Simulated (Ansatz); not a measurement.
## Response to strain in InAgTe2

The reference is InAgTe2 in the chalcopyrite structure (space group I-42d, No. 122; a = 6.432 Å, c = 12.766 Å). Axes: x, y, z lie along a, b, c of the conventional cell.

Strains are applied to the cell and any free atomic positions relax; under biaxial strain the out-of-plane vector relaxes too.

The values are results of PBEsol (Ansatz, an electronic-structure program, PAW, no spin-orbit coupling), not measurements.

Notes on the quantities. pressure: mean of the normal stresses, compression positive; energy relative to the base: free energy F.

| variant | pressure | energy relative to the base | shortest interatomic distance |
|---|---|---|---|
| base | 0.0 GPa | 0 meV/atom | 2.746 Å |
| biaxial strain +0.75 %, plane normal [001], relaxed out of plane | ? | ? | ? |
| biaxial strain +1.50 %, plane normal [001], relaxed out of plane | -0.4 GPa | +1.9 meV/atom | 2.758 Å |
| biaxial strain +2.25 %, plane normal [001], relaxed out of plane | -0.6 GPa | +4.2 meV/atom | 2.764 Å |
| biaxial strain +3.00 %, plane normal [001], relaxed out of plane | -0.8 GPa | +7.3 meV/atom | 2.771 Å |

Problem. Some entries are withheld; estimate them.

Solution. 
- biaxial strain +0.75 %, plane normal [001], relaxed out of plane, pressure: -0.2 GPa
- biaxial strain +0.75 %, plane normal [001], relaxed out of plane, energy relative to the base: +0.5 meV/atom
- biaxial strain +0.75 %, plane normal [001], relaxed out of plane, shortest interatomic distance: 2.752 Å

No phonon test of stability was made. All final runs are without spin polarisation.
